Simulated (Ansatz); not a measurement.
Relaxation of the outer planes of the (10-10) surface of wurtzite ZnO in its 1x1 cell (cut with top plane O + Zn, bottom plane O + Zn), outermost plane spacing 0.95 Å in the ideal cut.

All values below come from PBE (plane waves to 420 eV, PAW; Ansatz, a quantum-chemistry and plane-wave program).

Set-up: 16 atoms, O8Zn8, 9.5 Å thick at the start (thin: gaps and levels are the slab's own); mesh 8x5x1; 0.025 eV smearing; dipole correction on; all atoms relaxed; start symmetry kept, larger cells not searched; no spin, no spin-orbit, no U.

```tsv
plane	atoms	bulk spacing to the next (Å)	relaxed spacing (Å)	change (%)	rumpling (Å)
1	Zn + O	0.947	0.707	-25.4	0.34 (O outermost)
2	Zn + O	1.893	1.977	4.4	0.13 (Zn outermost)
```
